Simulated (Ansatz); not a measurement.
The parent structure is Al in the fcc (Cu type) structure (space group Fm-3m, No. 225; a = 4.040 Å).

Calculations: PBE/PAW in Ansatz (an electronic-structure program), no spin-orbit coupling.

For the base:

```
Item       Result
--------  -------
Pressure  0.0 GPa
```

It is then changed as follows: an isotropic linear strain of +0.79 %, atoms relaxed at fixed cell.

How does this affect the energy relative to the base and pressure?

The energy goes up by 2.1 meV/atom; the pressure goes from zero to -1.7 GPa.

No phonon test of stability was made.
